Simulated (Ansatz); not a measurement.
## Sn, pressure series

Base system: Sn (space group I4/mmm, No. 139; a = 7.999 Å, c = 4.628 Å; a model cell).

Cell and atoms are relaxed at each pressure.

All numbers come from PBEsol (Ansatz, a quantum-chemistry and plane-wave program), no spin-orbit coupling.

```
P (GPa)  V (Å³/atom)
-------  -----------
0.30          36.721
0.69          36.359
1.50          35.687
3.01          34.585
5.00          33.361
7.50          32.072
```

Fit a third-order Birch–Murnaghan equation of state.

Least squares on P(V) = (3B₀/2)[(V₀/V)^(7/3) − (V₀/V)^(5/3)]·[1 + (3/4)(B₀′ − 4)((V₀/V)^(2/3) − 1)] gives V₀ = 36.99 Å³/atom, B₀ = 39 GPa and B₀′ = 4.2.

Load acts through the strain it causes; cell and atoms are relaxed under it. No phonon test of stability was made. No other phases were tried under pressure. This is not the structure that Sn has at room temperature and ambient pressure.
